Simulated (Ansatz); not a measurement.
Checking a run of Ansatz (a first-principles code) on K3Zn2Cl7 (P1, 12 atoms in the cell). The aim is a self-consistent single point with DFT, PBE, plane waves, default PAW files.

Cell that was meant: a = 13.1121 Å, b = 13.1121 Å, c = 13.1121 Å, α = 158.71°, β = 158.71°, γ = 30.29°.

Part of the input:

Ansatz 0.2 input:
```yaml
    - { symbol: Cl, position: [0.911044, 0.400722, 0.503321] }
    - { symbol: Cl, position: [0.192798, 0.203538, 0.007940] }
    - { symbol: Cl, position: [0.804396, 0.807818, -0.002328] }
total_charge: 1.0
kpoints:
  mp_grid: { grid: [3, 3, 4], shift: [0.5, 0.5, 0.5] }
hamiltonian:
```

Log, with long lists cut:

```
WARN basis.ecutwfc = 420 eV, the default
WARN ansatz: RAYON_NUM_THREADS=1 ignored (pool sized by the plan → 1); use --threads N
   [... lines left out ...]
Symmetry: 1 space group operations
Space group: P1 (ITA 1), of the structure as read, at distance tolerance 6.7e-5 Å
k-points: 18 of 36 (time reversal used)
Initial density: superposition of atomic densities (neutral atoms scaled as one to the charged cell's electrons …
Initial wavefunctions: pseudopotential atomic-orbital guess
Eigensolver: davidson
Functional: x = pbe(κ = 0.804, μ = 0.2195149727645171), c = pbe(β = 0.06672455060314922)
SCF iter   1: F=—  HF=-18828.998934 eV  |F-HF|=—  |Δ(HF+E_count)|=         —  Δρ=2.29e-2  dr2=1.85e0  ethr=1.77e-3  ⟨swp⟩=11.1  Hψ=5750  notcnv=0  defer=34
all-band conjugate gradients solve this SCF's bands
preconditioner: auto → LDOS
SCF iter   2: F=—  HF=-18830.036890 eV  |F-HF|=—  |Δ(HF+E_count)|=    1.04e0  S|Δr|=    0.00e0  Δρ=4.97e-2  dr2=5.33e0  ethr=1.77e-3  ⟨swp⟩=3.2  Hψ=2462  notcnv=0  defer=122  recentre
   [... lines left out ...]
SCF iter  18: F=—  HF=-18828.412044 eV  |F-HF|=—  |Δ(HF+E_count)|=   8.75e-8  S|Δr|=    0.00e0  Δρ=7.41e-6  dr2=4.34e-7  ethr=1.12e-9  ⟨swp⟩=1.0  Hψ=1001  notcnv=0  defer=115
SCF iter  19: F=—  HF=-18828.412044 eV  |F-HF|=—  |Δ(HF+E_count)|=   4.27e-8  S|Δr|=    0.00e0  Δρ=2.93e-6  dr2=1.00e-7  ethr=4.38e-10  ⟨swp⟩=1.0  Hψ=1001  notcnv=0  defer=115
SCF iter  20: F=-18828.412043 eV  HF=-18828.412044 eV  |F-HF|=3.68e-8  |Δ(HF+E_count)|=  5.97e-10  S|Δr|=    0.00e0  Δρ=2.21e-6  dr2=3.96e-8  ethr=1.01e-10  ⟨swp⟩=13.4  Hψ=4777  notcnv=0
SCF 1 converged in 20 iterations: F = -18828.412043 eV  dr2 = 3.96e-8
Stability not checked (fill_not_monotonic)
Free energy (F): -18828.412043 eV
Internal energy: -18828.410195 eV  (E = F + TS)
E sigma→0 (E₀):  -18828.411427 eV
Entropy (-TS):   -0.001848 eV (-0.154 meV/atom)
Fermi energy:    2.356201 eV
--- Forces (eV/Å), atoms counted from 1 ---
  atom   1  K     -0.01741109     0.00981160     0.01284269
  atom   2  K      0.01357169     0.01116888     0.03237028
  atom   3  K     -0.02334483     0.00835553     0.00147729
   [... lines left out ...]
  atom  12  Cl    -0.02308282     0.06340268     0.15305177
--- Stress (GPa, compression-positive) ---
        2.851273       0.096209      -0.124968
        0.096209       2.910828      -0.102584
       -0.124968      -0.102584       2.183115
  P = ⅓ Tr σ = 2.6484 GPa (26.484 kbar)
  The stress holds the Pulay correction. Without it, at fixed plane waves, as pw.x and ABINIT print it: P = 2.6283 GPa
```

Is anything amiss in this input, and did it matter?

The run is not sound. The fault is an unintended net charge. A charged periodic cell changes the electron count and is neutralised by a uniform background, so energy, forces and pressure belong to another system. To fix it, remove the charge. The run converged in 20 iterations without an error; against the sound input the pressure goes from 2.22 to 2.65 GPa, the largest force goes from 0.347 to 0.510 eV/Å and no clean gap remains on the mesh (levels overlap or are partly filled), against 2.50 eV before.

The sound input it was made from differs as follows (other fixes are possible):
```diff
-total_charge: 1.0
```

With that input, the run converged in 7 iterations: free energy E − TS (on the zero of these files) -18825.9074 eV; top of the valence band (on the code's own zero) 2.77 eV; gap on the k-point mesh 2.50 eV; pressure 2.22 GPa; largest force (vector length) 0.347 eV/Å (DFT, PBE, plane waves, default PAW files).

On the sound input: the starting cell was generated: these elements placed on a structure prototype, without a prior relaxation; it need not be a known phase or ordering of this composition. Its atoms were displaced at random from the sites of space group no. 139. Ansatz's pressure includes its estimate of the finite-basis (Pulay) stress. The shifted mesh does not hold Γ, so a gap read on it misses any band edge there.
